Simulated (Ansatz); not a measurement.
Reference: Cu$_{3}$Ga (Pm-3m), PBEsol, DFPT electron-phonon coupling, linearised Boltzmann equation (plane waves, PAW, scalar-relativistic; Ansatz, a program for electronic structure); geometry: relaxed with this functional, without spin-orbit coupling.

```
CELL_PARAMETERS angstrom
      3.63456     0.00000     0.00000
      0.00000     3.63456     0.00000
      0.00000     0.00000     3.63456
ATOMIC_POSITIONS crystal
  Ga 0.00000 0.00000 0.00000
  Cu 0.50000 0.00000 0.50000
  Cu 0.00000 0.50000 0.50000
  Cu 0.50000 0.50000 0.00000
```

- resistivity at 300 K = 4.6 μΩ·cm

Replace Ga by Pt on the same sites and relax. What happens?

PtCu$_{3}$ (Pm-3m): volume per atom 12.0 to 12.3 Å³; resistivity at 300 K falls (4.6 μΩ·cm to 3.5 μΩ·cm).

Moves up to 13 % count as about the same. Metals; harmonic phonons alone scatter; means over directions. Halving the electron mesh moves these values by up to 9 %; q meshes are mostly untested. Some of the runs warned that the eigensolver left states short of its tolerance. Spin-orbit coupling is left out.

Formula and space group known from diffraction (Crystallography Open Database), not checked to be the room-temperature form: PtCu3 (Pm-3m). Computed structure with no diffraction record at hand here (it may be known, metastable or hypothetical): Cu3Ga (Pm-3m). The missing spin-orbit coupling matters most for PtCu3 (Pm-3m).
